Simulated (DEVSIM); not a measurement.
System: Co/SiON/p-InP capacitor, at 300 K.

Layer 1 from the left is SiON, thickness (nm) 6.90. Layer 2 from the left is InP, thickness (nm) 5100, Na (cm⁻³) 1.5e16.

Metal gate on the left, work function 5 eV. Fixed charge at the semiconductor interface 9.3e10 cm⁻² (in units of +e); interface traps 1e11 cm⁻² eV⁻¹, uniform in energy, neutral level at 0.5 of the gap above the valence band.

The device is made up for the run: typed textbook-type constants, with dimensions and the other settings drawn at random. Values at 300 K.

SiON: gap (eV) 7, affinity (eV) 1.4, permittivity 5.5. InP: gap (eV) 1.344, affinity (eV) 4.38, permittivity 12.5, Nc (cm⁻³) 5.7e17, Nv (cm⁻³) 1.1e19.

DEVSIM, 1D Poisson equation in equilibrium, Boltzmann statistics, complete ionisation; no quantum confinement or tunnelling. Metal contacts follow the ideal Schottky-Mott rule: no Fermi-level pinning, no interface dipoles.

Q: What does the simulation give for the flat-band voltage, the threshold voltage (band bending 2φF), the minimum of the low-frequency capacitance?

A: flat-band voltage -0.59 V; threshold voltage (band bending 2φF) 0.63 V; minimum of the low-frequency capacitance 0.0503 μF/cm².
